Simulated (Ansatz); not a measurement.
System: fluorite HfO2 (high-temperature phase). Method: r²SCAN-D4 in Ansatz (plane waves, PAW).

Settings: plane-wave cutoff 560 eV, 12×12×12 k mesh, Fermi–Dirac smearing 0.01 eV, scalar-relativistic PAW data made under PBE.

Equation-of-state points:

| V (Å³/atom) | E − E_lowest (meV/atom) | P (GPa) |
|---|---|---|
| 10.090 | 36.71 | 19.24 |
| 10.304 | 15.75 | 12.16 |
| 10.519 | 3.82 | 5.77 |
| 10.734 | 0.00 | 0.02 |
| 10.948 | 3.51 | -5.17 |
| 11.163 | 13.63 | -9.85 |
| 11.378 | 29.71 | -14.07 |

Question: Estimate the bulk modulus and its pressure derivative from these points.

Answer: V0 = 10.734 Å³/atom, B0 = 273 GPa, B′ = 4.2 (fit to the energies at full precision).

Measured, for comparison: bulk modulus 242 ± 16 GPa (room temperature, not corrected to a static lattice, nanocrystalline cubic HfO2, second-order Birch-Murnaghan; as tabulated in High-pressure structural stability, equation of state, and thermal expansion …). Computed (rounded) less measured: bulk modulus +13 %.

Note: symmetry holds this phase in the static calculation, where it need not be a minimum; held by symmetry at 0 K, a high-temperature phase can be a saddle point.

Spin–orbit coupling is not included.

The computed numbers hold no vibrational or temperature effects.

It cost roughly 2.4 core-minutes of CPU time.

Ansatz is a program for electronic structure.
